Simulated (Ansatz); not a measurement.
Consider the following.

```xyz
3
Lattice="3.1216 0.0000 0.0000 0.0000 3.1216 0.0000 1.5608 -1.5608 3.9183" Properties=species:S:1:pos:R:3 pbc="T T T"
Si     1.5608     1.5608     1.3001
Si     3.1216     0.0000     2.6182
W      0.0000     0.0000     0.0000
```

No spin polarisation.

Computed with LDA (Ansatz, an electronic-structure program, PAW, no SOC). k-mesh 25×25×25 (Γ-centred); smearing 0.1 eV (Fermi–Dirac).

Problem. Predict the band gap and pressure.

Solution. 
* **Band gap**: zero
* **Pressure (mean of the normal stresses, compression positive)**: 7.8 GPa

The cells carry an imposed strain or load. No phonon test of stability was made. All final runs are without spin polarisation. The cell was made from WSi2 (space group I4/mmm, No. 139) by this change: biaxial strain −2.00 %, plane normal [001], relaxed out of plane.
